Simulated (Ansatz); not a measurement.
Slab thickness and the (100) surface of rock-salt PbTe: the same face, mesh and vacuum, all atoms relaxed in the 1x1 cell under the symmetry of the ideal cut; the real face may buckle or reconstruct.

Host crystal: rock-salt PbTe, with a band gap (PBE, scalar-relativistic without spin-orbit coupling).

These are PBE (plane waves to 420 eV, PAW; Ansatz, an electronic-structure program) values and carry that method's errors.

```json
[
 {"atoms": "4", "thickness (Å)": "3.4", "γ (J/m²)": "?", "work function, top face (eV)": "–", "rough cost": "around 27 core-seconds (rough)"},
 {"atoms": "6", "thickness (Å)": "6.5", "γ (J/m²)": "?", "work function, top face (eV)": "–", "rough cost": "around 40 core-seconds (rough)"},
 {"atoms": "8", "thickness (Å)": "10.0", "γ (J/m²)": "0.14", "work function, top face (eV)": "–", "rough cost": "about 70 core-seconds (a rough figure)"},
 {"atoms": "10", "thickness (Å)": "13.1", "γ (J/m²)": "0.17", "work function, top face (eV)": "–", "rough cost": "roughly 2.2 core-minutes"},
 {"atoms": "12", "thickness (Å)": "16.5", "γ (J/m²)": "0.15", "work function, top face (eV)": "–", "rough cost": "very roughly 2.5 core-minutes"},
 {"atoms": "14", "thickness (Å)": "19.7", "γ (J/m²)": "0.16", "work function, top face (eV)": "–", "rough cost": "very roughly 4 core-minutes"},
 {"atoms": "18", "thickness (Å)": "26.3", "γ (J/m²)": "0.16", "work function, top face (eV)": "–", "rough cost": "very roughly 5 core-minutes"}
]
```

Task: Fill in the missing entries.

Result: 
- 4, γ (J/m²): 0.11
- 6, γ (J/m²): 0.20

Task: From which thickness on does the surface energy stay within 0.03 J/m² of the thickest slab's?

Result: from 8 atoms on.
